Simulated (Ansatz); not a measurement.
# Se, response to strain

Base system: Se (space group P3_121, No. 152; a = 4.535 Å, c = 5.041 Å; made of chains).

Strains are applied to the cell and any free atomic positions relax.

The values are results of plane-wave PAW DFT at the PBE level (Ansatz, an electronic-structure program, 420 eV), without spin-orbit coupling, not measurements.

```json
[
 {"isotropic strain (%)": "-1.55", "band gap (eV)": "1.10"},
 {"isotropic strain (%)": "-0.33", "band gap (eV)": "1.06"},
 {"isotropic strain (%)": "0", "band gap (eV)": "1.04"},
 {"isotropic strain (%)": "2.86", "band gap (eV)": "?"},
 {"isotropic strain (%)": "4.95", "band gap (eV)": "0.76"}
]
```

Task: Fit E_g = E₀ + Dε (ε in %) to the rows shown and predict the withheld row.

Result: Least squares on the printed values gives E₀ = 1.03 eV, D = -54.0 meV per % of strain (largest residual 0.02 eV); this predicts 0.88 eV, and the run gives 0.89 eV, in agreement.

Gaps are read on the SCF mesh and a high-symmetry path. No phonon test of stability was made. No dispersion term is included, though the crystal is made of layers, chains or molecules, so its spacings can come out too wide.
